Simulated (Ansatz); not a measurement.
Levels about the gap of amorphous alumina (Al$_{32}$O$_{48}$) (80 atoms in a cell of 956 Å³, 2.83 g/cm³; zone centre alone, so wide bands show as single levels with stretches between that a denser mesh fills), at the geometry that PBE relaxed, where it gives 0.0 GPa on a denser mesh. The participation number counts the atoms over which a state spreads; weights are charges in smoothed Voronoi cells. The levels come from a single point, so bond lengths are those of that geometry. Method of the levels: r2SCAN, scalar-relativistic without spin-orbit coupling (Ansatz, a first-principles code). Sampling: the zone centre alone; Fermi-Dirac width 0.02 eV; no spin polarisation. At PBE the levels at the filled edge of the gap are localised (band-tail or defect states), and the nearest spread-out levels lie 4.1 eV apart at the zone centre.

Preparation: random packing, a CHGNet melt and quench, and a DFT relaxation. O atoms were pushed apart under 1.9 Å during the dynamics, to hinder bonds among them. The hot cell started wider than the set density and was brought back towards it in steps. It is the lowest in DFT energy of 2 quenches. It is a model cell: composition and starting density were chosen by hand, and all elements were melted together. No dispersion term was used. Its density started from a set value of 2.79 and ended at 2.83 g/cm³. Cooling (nominally 83 K/ps over its main leg) ran many orders faster than in experiment, which tends to leave more defects and strain. One small periodic cell is one sample of the glass; other quenches scatter about these values. The volume was free in the relaxation, at fixed shape. Stress components on the final sampling reach 0.9 GPa.

```tsv
E - E(highest filled), eV	filling	participation number	largest on	weight O	weight Al
-0.73	filled	12.2	O, 3 neighbours	0.94	0.06
-0.68	filled	10.5	O, 3 neighbours	0.95	0.05
-0.66	filled	9.0	O, 2 neighbours	0.94	0.06
-0.49	filled	2.9	O, 2 neighbours	0.92	0.08
-0.41	filled	5.2	O, 3 neighbours	0.95	0.05
-0.13	filled	2.1	O, 2 neighbours	0.94	0.06
0.00	filled	2.1	O, 2 neighbours	0.94	0.06
3.69	empty	63.3	Al, 4 neighbours	0.62	0.38
5.50	empty	21.6	Al, 4 neighbours	0.61	0.39
5.62	empty	35.4	Al, 4 neighbours	0.61	0.39
5.85	empty	41.7	Al, 4 neighbours	0.66	0.34
5.97	empty	48.9	Al, 4 neighbours	0.64	0.36
6.19	empty	48.6	Al, 4 neighbours	0.60	0.40
6.35	empty	50.7	O, 2 neighbours	0.64	0.36
```

Most localised among these is the filled level at +0.00 eV, on a O atom, which has 2 neighbours (Al 1.70 Å, Al 1.74 Å).
